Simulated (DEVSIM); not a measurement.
Device: GaAs n-i-p diode, at 300 K.

| layer (left to right) | material | thickness (μm) | Nd (cm⁻³) | Na (cm⁻³) | τn (s) | τp (s) |
|---|---|---|---|---|---|---|
| 1 | GaAs | 0.920 | 1.4e17 | - | 1.6e-8 | 1.6e-8 |
| 2 | GaAs | 2.70 | - | 3.5e11 | 1.6e-8 | 1.6e-8 |
| 3 | GaAs | 2.00 | - | 4.5e17 | 1.6e-8 | 1.6e-8 |

Left contact: ohmic. Right contact: ohmic. Voltage is applied to the left contact. Recombination: SRH at mid-gap, Auger. Mobility is μmin + (μ − μmin)/(1 + (N/Nref)^α).

This is a model device: material constants are rounded textbook-type values typed into the input, and sizes, dopings and lifetimes were drawn at random. Values at 300 K.

```tsv
parameter	GaAs
gap (eV)	1.424
affinity (eV)	4.07
permittivity	12.9
Nc (cm⁻³)	4.7e17
Nv (cm⁻³)	9e18
μn (cm²/Vs)	8500
μp (cm²/Vs)	400
μn,min	500
μp,min	20
Nref,n	6e16
Nref,p	1.5e17
αn	0.39
αp	0.38
Cn (cm⁶/s)	1e-30
Cp (cm⁶/s)	1e-30
```

DEVSIM, 1D drift-diffusion, Boltzmann statistics, complete ionisation; no tunnelling, impact ionisation, image-force lowering or self-heating.

### Question
Tabulate band edges, carrier densities and field at 2.0 V on the left contact.

### Answer
Energies count from the Fermi level of the right contact; mesh points crowd at the junctions.

```json
[
 {"x (μm)": "0.000", "Ec (eV)": "-1.969", "Ev (eV)": "-3.393", "n (cm⁻³)": "1.4e17", "p (cm⁻³)": "< 1e2", "field (V/cm)": "≈ 0"},
 {"x (μm)": "0.03878", "Ec (eV)": "-1.969", "Ev (eV)": "-3.393", "n (cm⁻³)": "1.4e17", "p (cm⁻³)": "< 1e2", "field (V/cm)": "≈ 0"},
 {"x (μm)": "0.1307", "Ec (eV)": "-1.969", "Ev (eV)": "-3.393", "n (cm⁻³)": "1.4e17", "p (cm⁻³)": "< 1e2", "field (V/cm)": "≈ 0"},
 {"x (μm)": "0.3692", "Ec (eV)": "-1.969", "Ev (eV)": "-3.393", "n (cm⁻³)": "1.4e17", "p (cm⁻³)": "< 1e2", "field (V/cm)": "≈ 0"},
 {"x (μm)": "0.7607", "Ec (eV)": "-1.969", "Ev (eV)": "-3.393", "n (cm⁻³)": "1.4e17", "p (cm⁻³)": "< 1e2", "field (V/cm)": "≈ 0"},
 {"x (μm)": "0.8723", "Ec (eV)": "-1.968", "Ev (eV)": "-3.392", "n (cm⁻³)": "1.4e17", "p (cm⁻³)": "< 1e2", "field (V/cm)": "490"},
 {"x (μm)": "0.9165", "Ec (eV)": "-1.946", "Ev (eV)": "-3.370", "n (cm⁻³)": "5.8e16", "p (cm⁻³)": "< 1e2", "field (V/cm)": "17000"},
 {"x (μm)": "0.9677", "Ec (eV)": "-1.866", "Ev (eV)": "-3.290", "n (cm⁻³)": "2.7e15", "p (cm⁻³)": "< 1e2", "field (V/cm)": "13000"},
 {"x (μm)": "1.084", "Ec (eV)": "-1.726", "Ev (eV)": "-3.150", "n (cm⁻³)": "1.2e13", "p (cm⁻³)": "< 1e2", "field (V/cm)": "12000"},
 {"x (μm)": "1.390", "Ec (eV)": "-1.363", "Ev (eV)": "-2.788", "n (cm⁻³)": "9500000", "p (cm⁻³)": "< 1e2", "field (V/cm)": "12000"},
 {"x (μm)": "2.138", "Ec (eV)": "-0.475", "Ev (eV)": "-1.899", "n (cm⁻³)": "< 1e2", "p (cm⁻³)": "1100", "field (V/cm)": "12000"},
 {"x (μm)": "3.215", "Ec (eV)": "0.803", "Ev (eV)": "-0.621", "n (cm⁻³)": "< 1e2", "p (cm⁻³)": "3.3e8", "field (V/cm)": "12000"},
 {"x (μm)": "3.474", "Ec (eV)": "1.110", "Ev (eV)": "-0.314", "n (cm⁻³)": "< 1e2", "p (cm⁻³)": "4.8e13", "field (V/cm)": "12000"},
 {"x (μm)": "3.579", "Ec (eV)": "1.239", "Ev (eV)": "-0.185", "n (cm⁻³)": "< 1e2", "p (cm⁻³)": "7.1e15", "field (V/cm)": "14000"},
 {"x (μm)": "3.628", "Ec (eV)": "1.338", "Ev (eV)": "-0.086", "n (cm⁻³)": "< 1e2", "p (cm⁻³)": "3.2e17", "field (V/cm)": "13000"},
 {"x (μm)": "3.677", "Ec (eV)": "1.347", "Ev (eV)": "-0.077", "n (cm⁻³)": "< 1e2", "p (cm⁻³)": "4.5e17", "field (V/cm)": "≈ 0"},
 {"x (μm)": "3.807", "Ec (eV)": "1.347", "Ev (eV)": "-0.077", "n (cm⁻³)": "< 1e2", "p (cm⁻³)": "4.5e17", "field (V/cm)": "≈ 0"},
 {"x (μm)": "4.145", "Ec (eV)": "1.347", "Ev (eV)": "-0.077", "n (cm⁻³)": "< 1e2", "p (cm⁻³)": "4.5e17", "field (V/cm)": "≈ 0"},
 {"x (μm)": "5.081", "Ec (eV)": "1.347", "Ev (eV)": "-0.077", "n (cm⁻³)": "< 1e2", "p (cm⁻³)": "4.5e17", "field (V/cm)": "≈ 0"},
 {"x (μm)": "5.428", "Ec (eV)": "1.347", "Ev (eV)": "-0.077", "n (cm⁻³)": "< 1e2", "p (cm⁻³)": "4.5e17", "field (V/cm)": "≈ 0"},
 {"x (μm)": "5.558", "Ec (eV)": "1.347", "Ev (eV)": "-0.077", "n (cm⁻³)": "< 1e2", "p (cm⁻³)": "4.5e17", "field (V/cm)": "≈ 0"},
 {"x (μm)": "5.620", "Ec (eV)": "1.347", "Ev (eV)": "-0.077", "n (cm⁻³)": "< 1e2", "p (cm⁻³)": "4.5e17", "field (V/cm)": "≈ 0"}
]
```
